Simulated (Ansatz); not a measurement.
Levels about the gap of amorphous Hf18O37Zn (56 atoms in a cell of 729 Å³, 8.81 g/cm³; zone centre alone, so wide bands show as single levels with stretches between that a denser mesh fills), at the geometry that PBE relaxed, where it gives 0.0 GPa on a denser mesh. The participation number counts the atoms over which a state spreads; weights are charges in smoothed Voronoi cells. The levels come from a single point, so bond lengths are those of that geometry. Method of the levels: PBE, scalar-relativistic without spin-orbit coupling (Ansatz, a program for electronic structure). Sampling: the zone centre alone; Fermi-Dirac width 0.02 eV; no spin polarisation.

It comes from a melt-quench run on a machine-learned potential (CHGNet), relaxed afterwards by DFT. O atoms were pushed apart under 1.9 Å during the dynamics, to hinder bonds among them. The hot cell started wider than the set density and was brought back towards it in steps. It is the lowest in DFT energy of 2 quenches. It is a model cell: composition and starting density were chosen by hand, and all elements were melted together. No dispersion term was used. Its density started from a set value of 8.88 and ended at 8.81 g/cm³. The simulated quench (nominally 300 K/ps over its main leg) is rapid and tends to freeze in more defects than a deposited or slowly cooled glass has. One small periodic cell is one sample of the glass; other quenches scatter about these values. Volume and shape were free in the relaxation.

```json
[
 {"E - E(highest filled), eV": "-0.27", "filling": "filled", "participation number": "22.3", "largest on": "O, 3 neighbours", "weight O": "0.92", "weight Hf": "0.06", "weight Zn": "0.02"},
 {"E - E(highest filled), eV": "-0.22", "filling": "filled", "participation number": "22.0", "largest on": "O, 3 neighbours", "weight O": "0.95", "weight Hf": "0.05", "weight Zn": "0.00"},
 {"E - E(highest filled), eV": "-0.20", "filling": "filled", "participation number": "20.1", "largest on": "O, 3 neighbours", "weight O": "0.94", "weight Hf": "0.04", "weight Zn": "0.01"},
 {"E - E(highest filled), eV": "-0.19", "filling": "filled", "participation number": "17.6", "largest on": "O, 3 neighbours", "weight O": "0.93", "weight Hf": "0.06", "weight Zn": "0.00"},
 {"E - E(highest filled), eV": "-0.17", "filling": "filled", "participation number": "20.6", "largest on": "O, 3 neighbours", "weight O": "0.94", "weight Hf": "0.05", "weight Zn": "0.00"},
 {"E - E(highest filled), eV": "-0.09", "filling": "filled", "participation number": "12.2", "largest on": "O, 3 neighbours", "weight O": "0.94", "weight Hf": "0.05", "weight Zn": "0.01"},
 {"E - E(highest filled), eV": "0.00", "filling": "filled", "participation number": "11.8", "largest on": "O, 3 neighbours", "weight O": "0.95", "weight Hf": "0.04", "weight Zn": "0.00"},
 {"E - E(highest filled), eV": "4.07", "filling": "empty", "participation number": "35.4", "largest on": "Hf, 6 neighbours", "weight O": "0.51", "weight Hf": "0.44", "weight Zn": "0.05"},
 {"E - E(highest filled), eV": "4.39", "filling": "empty", "participation number": "18.3", "largest on": "Hf, 6 neighbours", "weight O": "0.38", "weight Hf": "0.60", "weight Zn": "0.02"},
 {"E - E(highest filled), eV": "4.42", "filling": "empty", "participation number": "26.1", "largest on": "Hf, 6 neighbours", "weight O": "0.38", "weight Hf": "0.60", "weight Zn": "0.01"},
 {"E - E(highest filled), eV": "4.60", "filling": "empty", "participation number": "30.8", "largest on": "Hf, 5 neighbours", "weight O": "0.39", "weight Hf": "0.61", "weight Zn": "0.00"},
 {"E - E(highest filled), eV": "4.69", "filling": "empty", "participation number": "22.0", "largest on": "Hf, 6 neighbours", "weight O": "0.39", "weight Hf": "0.61", "weight Zn": "0.01"},
 {"E - E(highest filled), eV": "4.77", "filling": "empty", "participation number": "23.1", "largest on": "Hf, 6 neighbours", "weight O": "0.37", "weight Hf": "0.63", "weight Zn": "0.01"},
 {"E - E(highest filled), eV": "4.82", "filling": "empty", "participation number": "26.8", "largest on": "Hf, 6 neighbours", "weight O": "0.37", "weight Hf": "0.62", "weight Zn": "0.00"}
]
```

Most localised among these is the filled level at +0.00 eV, on a O atom, which has 3 neighbours (Hf 2.08 Å, Hf 2.08 Å, Hf 2.12 Å).
